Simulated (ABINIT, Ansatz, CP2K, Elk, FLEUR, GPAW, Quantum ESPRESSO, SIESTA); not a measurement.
# MgAu3 (Pm-3m, 4 atoms in the cell) computed with different codes at matched settings

Self-consistent single point, at a second geometry (lattice scaled by 0.98). First geometry:

```xyz
4
Lattice="4.1065 0.0000 0.0000 0.0000 4.1065 0.0000 0.0000 0.0000 4.1065" Properties=species:S:1:pos:R:3 pbc="T T T"
Mg     0.0000     0.0000     0.0000
Au     2.0533     2.0533     0.0000
Au     0.0000     2.0533     2.0533
Au     2.0533     0.0000     2.0533
```

Shared settings, as Ansatz (a quantum-chemistry and plane-wave program) writes them: kpoints.mp_grid.grid = 6 6 6; scf.occupations.method = fermi_dirac; scf.occupations.width = 0.1 eV. Potentials and cutoffs stand in the table.

| code | model | ΔF from the first geometry (meV/atom) | pressure (GPa) | cutoff |
|---|---|---|---|---|
| CP2K | PBEsol, GPW, TZVP-MOLOPT-SR-GTH basis, GTH-PBE potentials (GTH_POTENTIALS) | 45.5 | 12.31 | grid 500 Ry |
| Elk | PBEsol, all-electron FP-LAPW, Elk's shipped species files, APW+lo basis with extra local orbitals | 0.7 | – | rgkmax 7.5 |
| Ansatz | PBEsol, PAW files made with PBE | 7.5 | 5.66 | 420 eV |
| Quantum ESPRESSO | PBEsol, GBRV 1.5 ultrasoft (PBESOL) pseudopotentials | 5.7 | 5.37 | 40 Ry |
| SIESTA | GGA PBEsol, numerical atomic orbitals DZP, PseudoDojo PBEsol standard norm-conserving potentials (rewritten from UPF to PSML) | -8.0 | 3.48 | grid 400 Ry |
| GPAW | PBEsol, GPAW PAW datasets PBEsol (made by gpaw-setup) | 18.2 | 7.48 | 850 eV |
| FLEUR | PBEsol, all-electron FLAPW (FLEUR), scalar-relativistic valence | 5.0 | – | Kmax 4 1/bohr |
| ABINIT | PBEsol, norm-conserving pseudopotentials (PseudoDojo nc-sr-04 PBEsol standard) | 6.3 | 5.48 | 42 Ha |

A dash marks a value that a program does not give, or that is left out as unsure.

On Ansatz's run: spin-orbit coupling is off.

The spread over the programs that give each value: ΔF from the first geometry within 53.5 meV/atom; pressure within 8.83 GPa.

CP2K and SIESTA use small atom-centred bases, whose incompleteness enters pressures, forces and empty levels differently from a plane-wave cutoff. Elk and FLEUR treat all electrons, but the usual bases taken here (sphere radii, linearisation, local orbitals, empty states) were not tested for convergence, so the values are no reference for the others. Ansatz's pressure is given at a fixed set of plane waves, as the other plane-wave codes print theirs; with its correction for the finite basis it is 5.70 GPa. In the pressure, CP2K (by 6.74), SIESTA (by 2.09) and GPAW (by 1.91) lie more than 1 GPa from the median of the plane-wave programs.

The starting cell comes from a database of computed structures (which also holds hypothetical and non-ambient phases and stackings), without a prior relaxation at this level. For this run, on top of that: lattice scaled by 0.98.

Keys are those of Ansatz 0.2.
